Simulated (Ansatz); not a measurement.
Input and output of a self-consistent single point for CaMg2 (P1, 12 atoms in the cell) (Ansatz, a program for electronic structure).

Method of the run: LDA (PW92), harder PAW files (source: ansatz) made with PBE (plane waves; Ansatz).

```xyz
12
Lattice="6.2613 0.0000 0.0000 -3.1307 5.4224 0.0000 0.0000 0.0000 10.1573" Properties=species:S:1:pos:R:3 pbc="T T T"
Ca     0.0055     3.6086     0.6469
Ca     3.1052     1.8408     5.6690
Ca    -0.0478     3.6238     4.4113
Ca     3.1082     1.7895     9.5099
Mg     0.0130     0.0273    -0.0601
Mg     0.0188     0.0100     5.1182
Mg     3.2167     3.5194     2.5385
Mg    -1.5224     4.4782     7.6250
Mg     1.5297     0.9255     2.5086
Mg    -0.0433     1.8233     7.6391
Mg     4.6787     0.9872     2.6034
Mg     1.5909     4.4787     7.6555
```

Reference input (self-consistent single point, DFT, LDA (PW92), plane waves, default PAW files made with PBE): kpoints.mp_grid.grid = 4 4 3; hamiltonian.xc = lda; hamiltonian.pseudopotentials = {kind: paw} (the program's default PAW files); scf.occupations.method = cold; scf.occupations.width = 0.01 Ry. This run's input differs from it in these lines:

Ansatz 0.2 input:
```diff
@@ -25,2 +25,3 @@
     kind: paw
+    source: ansatz
 scf:
```

Output (repeated stretches shortened):

```
SCF iter   1: F=—  HF=-22305.950540 eV  |F-HF|=—  |Δ(HF+E_count)|=         —  Δρ=2.23e-2  dr2=4.18e0  ethr=3.10e-3  ⟨swp⟩=14.8  Hψ=10386  notcnv=0
all-band conjugate gradients solve this SCF's bands
preconditioner: auto → Kerker (q_TF=auto, 2.288 Å⁻¹)
SCF iter   2: F=—  HF=-22305.081385 eV  |F-HF|=—  |Δ(HF+E_count)|=   8.69e-1  S|Δr|=    0.00e0  Δρ=1.12e-2  dr2=1.50e0  ethr=3.10e-3  ⟨swp⟩=3.4  Hψ=2556  notcnv=0  defer=78
   [... lines left out ...]
SCF iter   6: F=—  HF=-22304.655350 eV  |F-HF|=—  |Δ(HF+E_count)|=   1.02e-4  S|Δr|=    0.00e0  Δρ=6.92e-5  dr2=3.66e-5  ethr=3.84e-7  ⟨swp⟩=3.0  Hψ=3550  notcnv=0  defer=78
SCF iter   7: F=—  HF=-22304.655213 eV  |F-HF|=—  |Δ(HF+E_count)|=   1.37e-4  S|Δr|=    0.00e0  Δρ=1.20e-5  dr2=8.42e-7  ethr=3.05e-8  ⟨swp⟩=2.0  Hψ=2190  notcnv=0  defer=78
SCF iter   8: F=-22304.655213 eV  HF=-22304.655213 eV  |F-HF|=2.15e-8  |Δ(HF+E_count)|=   4.21e-8  S|Δr|=    0.00e0  Δρ=3.52e-6  dr2=5.41e-8  ethr=8.33e-11  ⟨swp⟩=17.7  Hψ=9998  notcnv=0
SCF 1 converged in 8 iterations: F = -22304.655213 eV  dr2 = 5.41e-8
Stability not checked (fill_not_monotonic)
Free energy (F): -22304.655213 eV
Internal energy: -22304.646917 eV  (E = F + TS)
E sigma→0 (E₀):  -22304.652448 eV
Entropy (-TS):   -0.008297 eV (-0.691 meV/atom)
Fermi energy:    5.211232 eV
--- Forces (eV/Å), atoms counted from 1 ---
  atom   1  Ca     0.01711040     0.02767055    -0.06657863
  atom   2  Ca     0.01789847    -0.06743631     0.07604441
  atom   3  Ca     0.11428227     0.02807620     0.12720109
  atom   4  Ca     0.05186167     0.01474043     0.04101215
   [... lines left out ...]
  atom  12  Mg    -0.15733678    -0.02887691    -0.08765750
--- Stress (GPa, compression-positive) ---
       -2.598268      -0.069843       0.038300
       -0.069843      -2.518485      -0.019080
        0.038300      -0.019080      -2.033677
  P = ⅓ Tr σ = -2.3835 GPa (-23.835 kbar)
  The stress holds the Pulay correction. Without it, at fixed plane waves, as pw.x and ABINIT print it: P = -2.3937 GPa
```

The run converged in 8 iterations. Against the reference run the pressure hardly changes (-2.39 to -2.38 GPa) and the largest force stays at 0.380 eV/Å. The full log also holds: “WARN basis.ecutwfc = 620 eV, the default”.

The starting cell comes from a database of published, mostly measured structures (it also holds non-ambient and calculated ones), without a prior relaxation at this level. Its atoms were displaced at random from the sites of space group no. 194. Ansatz's pressure includes its estimate of the finite-basis (Pulay) stress.

Cost on one core of a shared machine: roughly 80 s.
